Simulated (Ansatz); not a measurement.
A self-consistent single point of AlNi (Cmm2, 2 atoms in the cell) with Ansatz (a first-principles code).

Method: PBEsol, PAW files made with PBE (plane waves; Ansatz).

```
CELL_PARAMETERS angstrom
      1.93288    -1.94733     0.00000
      1.93288     1.94733     0.00000
      0.00000     0.00000     3.09013
ATOMIC_POSITIONS crystal
  Al 0.00000 0.00000 0.01618
  Ni 0.50000 0.50000 0.50000
```

Reference input (self-consistent single point, DFT, PBEsol, plane waves, PAW files made with PBE): basis.ecutwfc = 30.9 Ry; kpoints.mp_grid.grid = 12 12 11; hamiltonian.xc = pbesol; hamiltonian.pseudopotentials = {kind: paw} (the program's default PAW files); scf.occupations.method = gaussian; scf.occupations.width = 0.0073 Ry. This run's input differs from it in these lines:

Ansatz 0.2 input:
```diff
@@ -11,3 +11,3 @@
 kpoints:
-  mp_grid: { grid: [12, 12, 11] }
+  mp_grid: { grid: [9, 9, 8] }
 hamiltonian:
@@ -16,3 +16,3 @@
 scf:
-  occupations: { method: gaussian, width: 0.0073 Ry }
+  occupations: { method: gaussian, width: 0.0037 Ry }
 output:
```

The program printed (abridged):

```
SCF iter   1: F=—  HF=-6331.173490 eV  |F-HF|=—  |Δ(HF+E_count)|=         —  Δρ=7.44e-2  dr2=1.34e0  ethr=3.10e-3  ⟨swp⟩=4.1  Hψ=8454  notcnv=0
all-band conjugate gradients solve this SCF's bands
preconditioner: auto → none
SCF iter   2: F=—  HF=-6331.026614 eV  |F-HF|=—  |Δ(HF+E_count)|=   1.47e-1  Δρ=5.65e-2  dr2=8.26e-1  ethr=3.10e-3  ⟨swp⟩=2.0  Hψ=3370  notcnv=0  defer=48
   [... lines left out ...]
SCF iter   5: F=—  HF=-6330.822691 eV  |F-HF|=—  |Δ(HF+E_count)|=   2.54e-4  Δρ=5.96e-4  dr2=4.98e-5  ethr=1.98e-5  ⟨swp⟩=2.6  Hψ=2861  notcnv=0  defer=47
SCF iter   6: F=—  HF=-6330.822660 eV  |F-HF|=—  |Δ(HF+E_count)|=   3.05e-5  Δρ=1.50e-4  dr2=6.10e-6  ethr=2.37e-7  ⟨swp⟩=2.1  Hψ=3040  notcnv=0  defer=47
SCF iter   7: F=—  HF=-6330.822658 eV  |F-HF|=—  |Δ(HF+E_count)|=   2.12e-6  Δρ=3.73e-5  dr2=2.93e-7  ethr=2.91e-8  ⟨swp⟩=2.0  Hψ=2569  notcnv=0  defer=47
SCF iter   8: F=-6330.822658 eV  HF=-6330.822658 eV  |F-HF|=1.00e-9  |Δ(HF+E_count)|=   3.47e-8  Δρ=2.51e-6  dr2=1.15e-9  ethr=4.76e-10  ⟨swp⟩=6.4  Hψ=7933  notcnv=0
SCF 1 converged in 8 iterations: F = -6330.822658 eV  dr2 = 1.15e-9
Free energy (F): -6330.822658 eV
Internal energy: -6330.820909 eV  (E = F + TS)
E sigma→0 (E₀):  -6330.821783 eV
Entropy (-TS):   -0.001749 eV (-0.874 meV/atom)
Fermi energy:    14.322315 eV
--- Forces (eV/Å), atoms counted from 1 ---
  atom   1  Al     0.00000000     0.00000000    -0.32807748
  atom   2  Ni     0.00000000     0.00000000     0.32807388
--- Stress (GPa, compression-positive) ---
        4.754191       0.000000       0.000000
        0.000000       4.014597       0.000000
        0.000000       0.000000      -2.339979
  P = ⅓ Tr σ = 2.1429 GPa (21.429 kbar)
  The stress holds the Pulay correction. Without it, at fixed plane waves, as pw.x and ABINIT print it: P = 2.0988 GPa
```

The run converged in 8 iterations. Against the reference run the free energy goes up by 1.7 meV/atom, the pressure stays near 2.14 GPa while the xx stress (positive for compression) goes from 5.36 to 4.75 GPa and the largest force moves little (0.332 to 0.328 eV/Å).

The starting cell comes from a database of computed structures (which also holds hypothetical and non-ambient phases and stackings), without a prior relaxation at this level. Its lattice was rescaled by up to half a per cent. One atom was moved a little off its site on purpose. Spin polarisation is off. Ansatz's pressure includes its estimate of the finite-basis (Pulay) stress.
